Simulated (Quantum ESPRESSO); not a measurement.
A working Quantum ESPRESSO input for VSb (P6_3/mmc, 4 atoms in the cell) (DFT, LDA (PZ), plane waves, GBRV 1.5 ultrasoft (LDA) pseudopotentials):

```fortran
&CONTROL
    calculation = 'scf'
    prefix = 'scf'
    outdir = './tmp/'
    pseudo_dir = './'
    tprnfor = .true.
    tstress = .true.
/
&SYSTEM
    ibrav = 0
    nat = 4
    ntyp = 2
    ecutwfc = 50
    ecutrho = 400
    occupations = 'smearing'
    smearing = 'mp'
    degauss = 0.019992
    nspin = 2
    starting_magnetization(1) = 0.154
/
&ELECTRONS
    conv_thr = 1.0d-10
    mixing_beta = 0.3
/
ATOMIC_SPECIES
V     50.9415  v_lda_v1.4.uspp.F.UPF
Sb   121.7600  sb_lda_v1.4.uspp.F.UPF
ATOMIC_POSITIONS {crystal}
V     0.0000000000    0.0000000000    0.0000000000
V     0.0000000000    0.0000000000    0.5000000000
Sb    0.6666666667    0.3333333333    0.2500000000
Sb    0.3333333333    0.6666666667    0.7500000000
K_POINTS {automatic}
5 5 3  1 1 1
CELL_PARAMETERS {angstrom}
   4.1470978730     0.0000000000     0.0000000000
  -2.0735489365     3.5914921100     0.0000000000
   0.0000000000     0.0000000000     5.6004250000
```

The run converged in 15 iterations: free energy E − TS -8969.9612 eV; Fermi level (on the code's own zero) 12.48 eV; pressure -8.04 GPa; size of the cell's spin moment 2.72 μB; site moments (μB, in the program's spheres or projections) V 1.26, V 1.26, Sb -0.06, Sb -0.06. Each of these slips is then made, one at a time:

(1)
```diff
-/
```

(2)
```diff
-    starting_magnetization(1) = 0.154
```

(3)
```diff
-ATOMIC_POSITIONS {crystal}
+ATOMIC_POSITIONS {fractional}
```

**Question.** How does each altered input end?

**Answer.** 
(1) A namelist without its closing slash. The program stopped before any SCF iteration.
```
Error in routine  read_namelists (1):
bad line in namelist &system: "&ELECTRONS" (error could be in the previous line)
```

(2) A spin-polarised run without starting moments. The program stopped before any SCF iteration.
```
Error in routine iosys (1):
some starting_magnetization MUST be set
```

(3) A value that the program does not know. The program stopped before any SCF iteration.
```
Error in routine read_cards (1):
unknown option for ATOMIC_POSITION: ATOMIC_POSITIONS {FRACTIONAL}
```

The starting cell comes from a database of computed structures (which also holds hypothetical and non-ambient phases and stackings), without a prior relaxation at this level. Its lattice was rescaled by a random factor within 2.5 % of one. The magnetic order is the one reached from the typed start; others were not searched systematically. In the base run, with a pressure of about -8 GPa the cell is away from its equilibrium volume at this level. Without a gap this mesh is coarse (it stands for a supercell whose shortest vector is 17 Å).

Left out of this page: 4 runs of the series outside the window shown, repeating another row's setting, or not comparable.
